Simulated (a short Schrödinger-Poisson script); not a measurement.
## Symmetric double-gate stack, HfO2 on p-type Si(100)

Structure: symmetric double-gate stack, HfO2 on p-type Si(100), at 200 K.

```tsv
layer	material	thickness (nm)	Na (cm⁻³)
1	HfO2	4.6	-
2	Si	4	7e17
3	HfO2	4.6	-
```

The device is made up for the run: typed textbook-type constants, with dimensions and the other settings drawn at random. HfO2: permittivity 22, conduction-band edge (eV) 1.55, gap (eV) 5.7, electron mass (mₑ) 0.2. Si: permittivity 11.7, conduction-band edge (eV) 0, gap (eV) 1.124, Nv at 300 K (cm⁻³) 3.1e19.

Channel valleys (confinement mass, in-plane density-of-states mass, number): Δ2 0.916, 0.19, 2; Δ4 0.19, 0.417, 4. At the gates, both at one voltage, the conduction-band edge of layer 1 lies 2.12 eV − eVg above the Fermi level of the channel. Gaps are held at their typed values at every temperature. Mesh 0.03 nm at interfaces.

From a short Schrödinger-Poisson script (our own, NumPy): 1D Poisson equation in equilibrium, electrons quantum, Hartree (BenDaniel-Duke, 12 states a valley, the channel's in-plane mass for all, wave functions ending at the dielectric), parabolic valleys, classical holes, full ionisation, no traps, pinning or gate leakage.

| Vg (V) | electrons (cm⁻²) | C (μF/cm²) | Δ2 E0 (meV) | Δ2 E1 (meV) | Δ4 E0 (meV) | Δ4 E1 (meV) |
|---|---|---|---|---|---|---|
| 0.35 | 1.19e6 | < 0.003 | 252.8 | 329.5 | 350.9 | 721.5 |
| 0.45 | 3.95e8 | 0.00378 | 152.8 | 229.5 | 250.9 | 621.5 |
| 0.55 | 1.08e11 | 0.858 | 55.9 | 132.3 | 153.9 | 524.3 |
| 0.65 | 1.78e12 | 3.96 | 2.4 | 75.6 | 100.5 | 467.7 |
| 0.75 | 4.52e12 | 4.69 | -22.2 | 46.2 | 76.1 | 438.5 |
| 0.85 | 7.56e12 | 5.06 | -39.7 | 23.8 | 59.1 | 416.5 |
| 0.95 | 1.08e13 | 5.35 | -53.2 | 5.9 | 46.4 | 399.2 |
| 1.05 | 1.42e13 | 5.56 | -63.7 | -8.8 | 36.7 | 385.1 |
| 1.15 | 1.77e13 | 5.70 | -72.6 | -21.6 | 28.9 | 373.2 |
| 1.25 | 2.13e13 | 5.80 | -80.4 | -33.1 | 22.4 | 362.7 |

Gate voltages with under 1e6 electrons/cm² are left out.

Subbands count from the Fermi level. The capacitance is that of both gates.
